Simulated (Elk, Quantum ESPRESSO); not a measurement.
**Code comparison for ErCuTe2 (P3m1, 4 atoms in the cell)**

Self-consistent single point.

```yaml
crystal:
  lattice:
    - [4.35459, 0.00000, 0.00000]
    - [-2.17729, 3.77119, 0.00000]
    - [0.00000, 0.00000, 6.86025]
  atoms:
    - { symbol: Er, position: [0.00000, 0.00000, 0.01148], spin: 3.0 }
    - { symbol: Cu, position: [0.66667, 0.33333, 0.63853] }
    - { symbol: Te, position: [0.66667, 0.33333, 0.25381] }
    - { symbol: Te, position: [0.33333, 0.66667, 0.73818] }
```
(The spins are starting values, not results.)

All programs got the same cell, k-point mesh and kind of occupations, and the same starting moments (in Quantum ESPRESSO's words: occupations = smearing; smearing = fermi-dirac; degauss = 0.000734986 Ry; nspin = 2; K_POINTS = automatic 5 5 3 0 0 0); potentials, basis and cutoffs are each program's usual ones.

```
code                                                                                 model  size of the net moment (μB/atom)  k-points    cutoff
----------------  ------------------------------------------------------------------------  --------------------------------  --------  --------
Quantum ESPRESSO                      PBEsol, SSSP 1.1.2 efficiency (PBE) pseudopotentials                              0.69        12     50 Ry
Elk               PBEsol, all-electron FP-LAPW, Elk's shipped species files, LAPW+lo basis                              0.67        21  rgkmax 8
```

The spread over the programs that give each value: size of the net moment within 0.02 μB/atom.

The starting cell comes from a database of computed structures (which also holds hypothetical and non-ambient phases and stackings), without a prior relaxation at this level. On Quantum ESPRESSO's run: Spin-orbit coupling is off. With one magnetic atom in the cell only a parallel order is possible. With U or open f shells several self-consistent states can exist. The f electrons are in the valence without U or exact exchange, which can misplace them near the Fermi level. Spin-orbit terms, which matter for f shells, are left out.

Why do the programs differ, and what cannot be compared?

Differences of this kind can come from the potentials, where these differ, and from what each basis and cutoff leave unconverged. The zero of total energies and Fermi levels follows the potentials and each program's conventions, so they are not compared here. Elk treats all electrons, but the usual bases taken here (sphere radii, linearisation, local orbitals, empty states) were not tested for convergence, so the values are no reference for the others. Site moments depend on each program's spheres or projections; the total moment of the cell does not. The programs reduce the same mesh by symmetry to different extents, which changes the work and not the result.

Left out of this page: Ansatz (unsound by tests on forces, stress, charge or solver warnings); FLEUR (stopped by limits of time or memory).
